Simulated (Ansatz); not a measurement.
Consider interstitial Mg in silicon, charge state +2. The step: Mg moves alone to another site; the atom moves 2.36 Å along (0.25, -0.25, -0.25) of the unit cell; the moving atom starts with neighbours 4 Si at 2.52, 6 Si at 2.79 Å and ends with 4 Si at 2.52, 6 Si at 2.79 Å. A PBE band in Ansatz (plane-wave PAW, a 2×2×2 k-point mesh shifted by half a step, 64 host sites, 22 SCF runs with any check of the saddle's order, static, no finite-size correction) gives a forward barrier of 1.01 eV. The saddle point's order was not checked, and it lies on a symmetry element of the cell, where a band can be held. The charge state is imposed; whether it is stable for some Fermi level was not computed. Sites that were not tried may lie lower.

Single points at the band's start and saddle point can refine it. Rough cost of one point, in units of the band's mean SCF on the same machine:

```
Level                                                          Cost of one point
-------------------------------------------------------------  -----------------
PBE, a 3×3×3 k-point mesh shifted by half a step                         about 3
r2SCAN at 500 eV, a 2×2×2 k-point mesh shifted by half a step            under 2
```

Q: Which of these move the barrier by more than 0.1 eV, and how far does each move it?

A: Not one does. PBE, a 3×3×3 k-point mesh shifted by half a step: 0.00 eV; r2SCAN at 500 eV, a 2×2×2 k-point mesh shifted by half a step: +0.05 eV. Each functional is compared with PBE at the same k-points.

Ansatz is a first-principles code.
